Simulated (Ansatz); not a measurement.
The parent structure is Cu2O (space group Pn-3m, No. 224; a = 4.299 Å).

(Cell as relaxed with PBE.)

Levels (all Ansatz, a first-principles code, PAW, earlier PAW set): PBE (420 eV, no spin-orbit coupling); r2SCAN (500 eV, no SOC).

Each level relaxes its own structure.

| base | PBE | r2SCAN |
|---|---|---|
| volume per atom | 13.24 Å³ | 12.74 Å³ |
| lattice parameter a | 4.299 Å | 4.244 Å |
| band gap | 0.47 eV | 0.79 eV |

One thing is altered: every lattice vector is stretched by 5.55 %; the atoms relax in the strained cell.

| quantity | PBE | r2SCAN |
|---|---|---|
| shift of the gap caused by the change | -0.28 eV | -0.32 eV |
| electron mass | 0.88 mₑ (at Γ) | 0.88 mₑ (at Γ) |
| energy relative to the base (free energy F) | +105 meV/atom | +115 meV/atom |
| pressure | -12.30 GPa | -14.08 GPa |

PBE's shift of the gap caused by the change lies 0.04 eV above r2SCAN's; PBE's energy relative to the base lies 10 meV/atom below r2SCAN's; PBE's pressure lies 1.78 GPa above r2SCAN's; the two agree on the electron mass. Neither level is exact; r2SCAN is the comparison here, not a measurement.

Effective masses come from finite differences of ±0.01 Å⁻¹. Whether these cells are dynamically stable was not tested. No Hubbard U is applied. The final runs are not spin-polarised. A zero or small gap of Cu2O under isotropic strain +5.55 % can be the functional's error rather than a property of the material.
